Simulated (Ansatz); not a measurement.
## In₂Ag (space group I4/mcm, No. 140)

```yaml
crystal:
  lattice:
    - [-3.42068, 3.42068, 2.78670]
    - [3.42068, -3.42068, 2.78670]
    - [3.42068, 3.42068, -2.78670]
  atoms:
    - { symbol: In, position: [0.34489, 0.15511, 0.50000] }
    - { symbol: In, position: [0.65511, 0.84489, 0.50000] }
    - { symbol: In, position: [0.15511, 0.65511, 0.81022] }
    - { symbol: In, position: [0.84489, 0.34489, 0.18978] }
    - { symbol: Ag, position: [0.75000, 0.75000, 0.00000] }
    - { symbol: Ag, position: [0.25000, 0.25000, 0.00000] }
```

Level of theory: PBEsol, PAW, 420 eV (Ansatz, a quantum-chemistry and plane-wave program; no spin-orbit coupling). k-mesh 11×11×11 (Γ-centred); smearing 0.05 eV (Fermi–Dirac).

```json
{
 "volume_per_atom": "21.74 Å³",
 "density": "8.59 g/cm³",
 "band_gap": "zero",
 "total_energy": "-6191.078 eV/atom (σ→0; compares only within this code and set-up)"
}
```

Whether these cells are dynamically stable was not tested.
